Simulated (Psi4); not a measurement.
Psi4 1.11, unrestricted HF/def2-svp: Mn(Cl)(OMe)(NH3)2 (C[O][Mn](<-[NH3])(<-[NH3])[Cl]), charge 0, multiplicity 6, 15 atoms. The geometry is a generated start, not checked to be a minimum at this level.

```
Item                                 Result
--------------------------  ---------------
task                                 energy
method                                  scf
basis                              def2-svp
memory                                 3 GB
maxiter                                 100
keys of the molecule block      symmetry c1
scf_type                       df (default)
e_convergence               1e-06 (default)
d_convergence               1e-06 (default)
basis functions                         150
```

```xyz
15

Mn     0.3769     0.3633     0.5730
Cl     1.1694     1.5700     2.1732
O     -1.3894     0.3283    -0.0864
C     -2.6870     0.3961    -0.4862
H     -2.8778     1.3213    -1.0579
H     -2.9505    -0.4603    -1.1341
H     -3.3744     0.3864     0.3775
N      0.9468    -1.8817     1.2617
H      0.7254    -2.6224     0.6027
H      0.3835    -2.0205     2.0992
H      1.9240    -1.9586     1.5278
N      1.7887     1.0324    -1.2699
H      1.2440     1.6984    -1.8145
H      2.1395     0.3168    -1.8990
H      2.5807     1.5305    -0.8672
```

Charge 0 and multiplicity 6 are set for this test and not shown to be the ground state.

With the defaults (diis = true, scf_initial_accelerator = adiis, damping_percentage = 0, guess = auto, which took SAD, diis_max_vecs = 10, level_shift = 0, level_shift_cutoff = 0.01, soscf = false, soscf_start_convergence = 0.01) it converges in 13 SCF iterations. One run each on 2 threads, with these changes:
- soscf = true, soscf_start_convergence = 0.1
- soscf = true
- diis = false, scf_initial_accelerator = none, damping_percentage = 60
- scf_initial_accelerator = ediis
- guess = modhuckel
- diis_max_vecs = 3
- guess = huckel
- diis_max_vecs = 6
- level_shift = 0.5, level_shift_cutoff = 0.001

Problem. Which runs fail or end elsewhere than the default run?

Solution. No convergence: diis = false, scf_initial_accelerator = none, damping_percentage = 60 (the run ends without SCF convergence in 100 iterations). The rest reach the solution of the defaults.

| setting | SCF iterations | JK calls | end |
|---|---|---|---|
| soscf = true | 9 | 30 | same solution |
| soscf = true, soscf_start_convergence = 0.1 | 9 | 35 | same solution |
| the defaults | 13 | 14 | same solution |
| scf_initial_accelerator = ediis | 13 | 14 | same solution |
| guess = modhuckel | 14 | 50 | same solution |
| diis_max_vecs = 6 | 14 | 15 | same solution |
| level_shift = 0.5, level_shift_cutoff = 0.001 | 14 | 15 | same solution |
| guess = huckel | 14 | 50 | same solution |
| diis_max_vecs = 3 | 15 | 16 | same solution |
| diis = false, scf_initial_accelerator = none, damping_percentage = 60 | 100 | 101 | no convergence |

An SOSCF iteration holds several JK calls; a Hückel guess adds calls on atoms. 1 further run of the study ended by our limits or in an error and is left out.
